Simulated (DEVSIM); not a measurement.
Structure: Ru/SiO2/n-Si capacitor, at 300 K.

Layer 1 from the left is SiO2, thickness (nm) 5.90. Layer 2 from the left is Si, thickness (nm) 16000, Nd (cm⁻³) 1.3e15.

Metal gate on the left, work function 4.7 eV. Fixed charge at the semiconductor interface -5.1e10 cm⁻² (in units of +e); no interface traps.

This is a model device: material constants are rounded textbook-type values typed into the input, and sizes, dopings and lifetimes were drawn at random. Values at 300 K.

SiO2: gap (eV) 9, affinity (eV) 0.9, permittivity 3.9. Si: gap (eV) 1.124, affinity (eV) 4.05, permittivity 11.7, Nc (cm⁻³) 2.86e19, Nv (cm⁻³) 3.1e19.

### Question
Estimate by hand the flat-band voltage, the threshold voltage, and compare with a numerical solution.

### Answer

- Flat-band voltage: C = 0.585 μF/cm², work-function difference 0.392 V; VFB = φms − qNf/C = 0.41 V; numerical 0.41 V.
- Threshold voltage: φF = 0.302 V, depletion charge √(4εqNφF) = 1.62e-8 C/cm²; VT = VFB − 2φF − Qd/C = -0.23 V; numerical -0.23 V.

DEVSIM, 1D Poisson equation in equilibrium, Boltzmann statistics, complete ionisation; no quantum confinement or tunnelling. Metal contacts follow the ideal Schottky-Mott rule: no Fermi-level pinning, no interface dipoles.
